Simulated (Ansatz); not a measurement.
This concerns the energy of the reaction as written. Reaction: 1/2 cell B → cell A. The sign is products less reactants.

Cell A: a sheet of composition P, 1 atom, square cell of 2.28 Å (5.2 Å²), symmetry P4/mmm, 0.0 Å thick under 16 Å of vacuum, in-plane vectors relaxed; planes from bottom to top: P; a model cell; spin state with PBE: no moments, k-point mesh 14×14×1.
```
P
1.0
    2.27915     0.00000     0.00000
    0.00000     2.27915     0.00000
    0.00000     0.00000    16.00000
P
1
Direct
  0.00000   0.00000   0.50000
```

Cell B: a sheet of composition P2, 2 atoms, hexagonal cell of 3.28 Å (9.3 Å²), symmetry P-3m1, 1.2 Å thick under 16 Å of vacuum, in-plane vectors relaxed; planes from bottom to top: P × 2; a model cell; spin state with PBE: run without spin, k-point mesh 12×12×1.
```
P
1.0
    3.27955     0.00000     0.00000
   -1.63978     2.84018     0.00000
    0.00000     0.00000    17.24000
P
2
Cartesian
  0.00000   1.89345   9.24096
  1.63978   0.94673   7.99904
```

All numbers come from Ansatz (a program for electronic structure), plane waves with PAW, its default PAW set, cutoff 420 eV, 500 eV for r2SCAN. The structures are at rest with PBE; other levels are single points on them. Neutral cells; Fermi-Dirac smearing of at most 0.05 eV in the solids, energies taken to zero width. The lattices are those relaxed with PBE, so at other levels the solids can be strained, which adds to the spread. A dispersion term (D3(BJ), or D4 for r2SCAN) was computed beside these levels and is taken off wherever the name lacks it. Nuclei at rest; no vibrational terms. The cells' k-point meshes differ in density, so the last digit is unsettled. Cell A has symmetry P4/mmm and got no random move, so less symmetric positions, which may lie lower, weren't tried. Cell B has symmetry P-3m1 and got no random move, so less symmetric positions, which may lie lower, weren't tried.

**Question.** Predict the value from PBE.

**Answer.** 0.49 eV, for 1/2 cell B → cell A.

**Question.** How does the value move with the functional?

**Answer.** 
```csv
Functional,value (eV),less PBE
r2SCAN,0.55,0.06
```

The levels span only 0.06 eV, too little to tell them apart.
